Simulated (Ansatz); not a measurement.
Input and output of a relaxation of cell and atoms for RbAsF₆ (R-3, 8 atoms in the cell) (Ansatz, a first-principles code).

Method of the run: PBEsol, default PAW files made with PBE (plane waves; Ansatz).

The change in words: atoms on their sites; basis.ecutwfc: 420 eV → 505 eV; relax: default → cell and atoms. Reference geometry:
```yaml
crystal:
  lattice:
    - [3.70631, 2.13984, 2.46845]
    - [-3.70631, 2.13984, 2.46845]
    - [0.00000, -4.27968, 2.46845]
  atoms:
    - { symbol: Rb, position: [0.50675, 0.50675, 0.50675] }
    - { symbol: As, position: [0.00000, 0.00000, 0.00000] }
    - { symbol: F, position: [0.07742, 0.71201, 0.79961] }
    - { symbol: F, position: [0.92258, 0.28799, 0.20039] }
    - { symbol: F, position: [0.79961, 0.07742, 0.71201] }
    - { symbol: F, position: [0.20039, 0.92258, 0.28799] }
    - { symbol: F, position: [0.71201, 0.79961, 0.07742] }
    - { symbol: F, position: [0.28799, 0.20039, 0.92258] }
```

Reference input (self-consistent single point, DFT, PBEsol, plane waves, default PAW files made with PBE): basis.ecutwfc = 420 eV; kpoints.mp_grid.grid = 4 4 4; hamiltonian.xc = pbesol; hamiltonian.pseudopotentials = {kind: paw} (the program's default PAW files); scf.occupations.method = fermi_dirac; scf.occupations.width = 0.05 eV. This run's input differs from it in these lines:

Ansatz 0.2 input:
```diff
@@ -6,3 +6,3 @@
   atoms:
-    - { symbol: Rb, position: [0.506752, 0.506752, 0.506752] }
+    - { symbol: Rb, position: [0.500000, 0.500000, 0.500000] }
     - { symbol: As, position: [0.000000, 0.000000, 0.000000] }
@@ -15,3 +15,3 @@
 basis:
-  ecutwfc: 420.0
+  ecutwfc: 505.0
 kpoints:
@@ -23,2 +23,4 @@
   occupations: { method: fermi_dirac, width: 0.05 }
+relax:
+  cell: {}
 output:
```

Log, with long lists cut:

```
   [... SCF lines of the steps left out ...]
relax step   1: F+E_penalty+E_count = -12835.64396286 eV  Δ(F+E_penalty+E_count) = +0.000e0 eV  max|allowed force component| = 2.297e-1 eV/Å  Δτ_max = 0.0000 Å  P = +2.465 GPa  Ω = 117.462 Å³  (6 SCF iters, dr2 threshold 1.00e-7 eV, accepted)
relax step   2: F+E_penalty+E_count = -12835.67275857 eV  Δ(F+E_penalty+E_count) = -2.880e-2 eV  max|allowed force component| = 1.614e-1 eV/Å  Δτ_max = 0.0310 Å  P = +0.950 GPa  Ω = 124.259 Å³  energy of the carried Pulay correction = -9.268e-4 eV  [...]
   [... lines left out ...]
relax step   6: F+E_penalty+E_count = -12835.67951342 eV  Δ(F+E_penalty+E_count) = -5.534e-5 eV  max|allowed force component| = 2.799e-3 eV/Å  Δτ_max = 0.0126 Å  P = -0.009 GPa  Ω = 125.920 Å³  energy of the carried Pulay correction = -1.145e-3 eV  [...]
relax step   7: F+E_penalty+E_count = -12835.68061228 eV  Δ(F+E_penalty+E_count) = -1.099e-3 eV  max|allowed force component| = 2.855e-3 eV/Å  Δτ_max = 0.0000 Å  P = -0.006 GPa  Ω = 125.920 Å³  stress off target by 1.02e-2 GPa  SCF on the basis [...]
basis re-selected at this cell: Δ(F+E_penalty+E_count) = -1.099e-3 eV, ΔP = +0.003 GPa vs the last step
the relaxation is at rest under the 6 symmetry operations that the run kept from its start: a minimum is not shown …
Free energy (F): -12835.680612 eV
Internal energy: -12835.680612 eV  (E = F + TS)
E sigma→0 (E₀):  -12835.680612 eV
Fermi energy:    3.052332 eV
--- Forces (eV/Å), atoms counted from 1 ---
  atom   1  Rb     0.00000000     0.00000000     0.00000000
  atom   2  As     0.00000000     0.00000000     0.00000000
   [... lines left out ...]
  cell:  # Å, volume = 125.9203 Å³
   [... lines left out ...]
    - { symbol: F, position: [0.78732665487919, 0.07718080099891184, 0.7277126202919582] }
    - { symbol: F, position: [0.21267334512081004, 0.922819199001088, 0.27228737970804195] }
    - { symbol: F, position: [0.7277126202919582, 0.7873266548791901, 0.07718080099891217] }
    - { symbol: F, position: [0.27228737970804184, 0.21267334512081, 0.9228191990010879] }
```

The run converged. 

Summary of the result:
- Free energy E − TS (on the zero of these files): -12835.6806 eV
- Top of the valence band (on the code's own zero): 0.30 eV
- Gap on the k-point mesh: 5.40 eV
- Pressure: -0.01 GPa
- Largest force (vector length): 0.003 eV/Å
- Final cell: a = 5.0603 Å, b = 5.0603 Å, c = 5.0603 Å, α = 97.51°, β = 97.51°, γ = 97.51°
- Final volume per atom: 15.74 Å³
- Relaxation steps: 7

The starting cell comes from a database of computed structures (which also holds hypothetical and non-ambient phases and stackings), without a prior relaxation at this level. Its lattice was rescaled by up to half a per cent. The relaxation keeps the symmetry of its start, so its end need not be a minimum. Ansatz's pressure includes its estimate of the finite-basis (Pulay) stress.
